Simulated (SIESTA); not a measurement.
A self-consistent single point of ZnPdF6 (R-3, 8 atoms in the cell) with SIESTA.

Computed with LDA PW92, numerical atomic orbitals TZP, PseudoDojo LDA standard norm-conserving potentials (rewritten from UPF to PSML) in SIESTA.

The change in words: lattice scaled by 0.97. Reference geometry:
```
CELL_PARAMETERS angstrom
      2.47500     1.42894     4.56333
     -2.47500     1.42894     4.56333
      0.00000    -2.85788     4.56333
ATOMIC_POSITIONS crystal
  F  0.24400 0.62400 0.90700
  F  0.90700 0.24400 0.62400
  F  0.62400 0.90700 0.24400
  F  0.75600 0.37600 0.09300
  F  0.09300 0.75600 0.37600
  F  0.37600 0.09300 0.75600
  Pd 0.00000 0.00000 0.00000
  Zn 0.50000 0.50000 0.50000
```

Reference input (self-consistent single point, DFT, LDA PW92, numerical atomic orbitals TZP, PseudoDojo LDA standard norm-conserving potentials (rewritten from UPF to PSML)): XC.functional = LDA; XC.authors = PW92; potentials = PseudoDojo LDA standard; PAO.BasisSize = TZP; PAO.EnergyShift = 0.005 Ry; MeshCutoff = 300 Ry; kgrid.MonkhorstPack = 4 4 4; OccupationFunction = MP; OccupationMPOrder = 0; ElectronicTemperature = 0.136 eV; MaxSCFIterations = 150; SCF.Mixer.Method = Broyden. This run's input differs from it in these lines:

```diff
@@ -13,5 +13,5 @@
 %block LatticeVectors
-     2.475000000    1.428942000    4.563333000
-    -2.475000000    1.428942000    4.563333000
-     0.000000000   -2.857884000    4.563333000
+     2.400750000    1.386074000    4.426433000
+    -2.400750000    1.386074000    4.426433000
+     0.000000000   -2.772147000    4.426433000
 %endblock LatticeVectors
@@ -19,10 +19,10 @@
 %block AtomicCoordinatesAndAtomicSpecies
-    -0.940500000   -1.351779132    8.099916075  1
-     1.640925000   -0.138607374    8.099916075  1
-    -0.700425000    1.490386506    8.099916075  1
-     0.940500000    1.351779132    5.590082925  1
-    -1.640925000    0.138607374    5.590082925  1
-     0.700425000   -1.490386506    5.590082925  1
+    -0.912285000   -1.311225097    7.856918575  1
+     1.591697250   -0.134448554    7.856918575  1
+    -0.679412250    1.445675426    7.856918575  1
+     0.912285000    1.311226097    5.422380425  1
+    -1.591697250    0.134449554    5.422380425  1
+     0.679412250   -1.445674426    5.422380425  1
      0.000000000    0.000000000    0.000000000  2
-     0.000000000    0.000000000    6.844999500  3
+     0.000000000    0.000000500    6.639649500  3
 %endblock AtomicCoordinatesAndAtomicSpecies
```

Log, with long lists cut:

```
        iscf     Eharris(eV)        E_KS(eV)     FreeEng(eV)     dDmax    Ef(eV) dHmax(eV)
   scf:    1   -12888.736247   -13211.761756   -13211.765110  1.358146 -2.359103 84.593499
   scf:    2   -13302.076264   -13348.973116   -13348.973116  1.479217 -2.552948 24.805341
   scf:    3   -13368.998972   -13360.299959   -13360.299959  0.326403 -4.324707 12.241411
   scf:    4   -13365.584630   -13364.155801   -13364.155801  0.183236 -5.237027  2.125756
   scf:    5   -13363.945889   -13364.137573   -13364.137573  0.101014 -5.816349  2.059389
   [... 7 lines left out ...]
   scf:   13   -13364.281601   -13364.281601   -13364.281601  0.000035 -5.926218  0.001043
   scf:   14   -13364.281601   -13364.281601   -13364.281601  0.000019 -5.926369  0.000751
   scf:   15   -13364.281601   -13364.281601   -13364.281601  0.000012 -5.926472  0.000525
   scf:   16   -13364.281601   -13364.281601   -13364.281601  0.000007 -5.926531  0.000387
SCF Convergence by DM+H criterion
max |DM_out - DM_in|         :     0.0000070797
max |H_out - H_in|      (eV) :     0.0003872424
SCF cycle converged after 16 iterations

Using DM_out to compute the final energy and forces

siesta: E_KS(eV) =           -13364.2816

siesta: E_KS - E_eggbox =    -13364.2816

siesta: Atomic forces (eV/Ang):
     1    2.944993    0.045741   -2.316467
     2   -1.512111    2.527570   -2.316468
     3   -1.432882   -2.573308   -2.316465
     4   -2.944993   -0.045741    2.316467
     5    1.512111   -2.527570    2.316468
     6    1.432882    2.573308    2.316465
     7    0.000000   -0.000000   -0.000000
     8   -0.000000    0.000000    0.000000
   Tot   -0.000000    0.000000   -0.000000
   Max    2.944993
   Res    1.873573    sqrt( Sum f_i^2 / 3N )
   Max    2.944993    constrained

   [... lines left out ...]
siesta: FreeEng =    -13364.281601
siesta: Cell volume =         88.376825 Ang**3
siesta:         201.58560006        403.41177457  kBar
   [... lines left out ...]

              0.184

mulliken: Qtot =       80.000

Mulliken Atomic Populations:
Atom #   charge [q] valence [e]  Species
     1    -0.258697    7.258697  F
     2    -0.258696    7.258696  F
     3    -0.258696    7.258696  F
     4    -0.258697    7.258697  F
     5    -0.258696    7.258696  F
     6    -0.258696    7.258696  F
     7     0.745297   17.254703  Pd
     8     0.806882   19.193118  Zn
 Total     0.000000
```

The run converged in 16 iterations. Against the reference run the free energy goes up by 70.3 meV/atom, the pressure goes from 2.63 to 20.16 GPa, the largest force goes from 2.102 to 3.747 eV/Å and the gap on the mesh goes from 1.918 to 2.314 eV.

The starting cell comes from a database of published, mostly measured structures (it also holds non-ambient and calculated ones), without a prior relaxation at this level. For this run, on top of that: lattice scaled by 0.97. Values carry the incompleteness of an atom-centred basis. Forces in this geometry exceed 1 eV/Å.

Cost on one core of a shared machine: roughly 2 min.
